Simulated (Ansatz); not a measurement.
## Antifluorite K2Te

The numbers are results of Hartree–Fock (PAW; Ansatz, a first-principles code), not measurements.

Settings: plane-wave cutoff 460 eV, 6×6×6 k mesh, Fermi–Dirac smearing 0.01 eV, scalar-relativistic PAW data made under PBE.

Cell (relaxed at this level):

```
K2Te
1.0
    0.00000     4.24010     4.24010
    4.24010     0.00000     4.24010
    4.24010     4.24010     0.00000
K Te
2 1
Direct
  0.25000   0.25000   0.25000
  0.75000   0.75000   0.75000
  0.00000   0.00000   0.00000
```

```
Quantity                                       Result
-------------------------------------------  --------
bulk modulus                                 12.0 GPa
band gap                                      7.58 eV
smallest direct gap on the k points sampled   7.59 eV
```

Note: the cell is over a tenth larger than the published one: the level's own overestimate first of all, though another phase or state, or a fault of the published cell, is possible; the relaxation could not lower the start's symmetry, so the cell can be a saddle point above a distorted one.

Spin–orbit coupling is not included; with these elements it can move the gap by several tenths of an eV or more.

Static lattice: no zero-point or thermal effects.

It cost very roughly 19 core-minutes of CPU time.
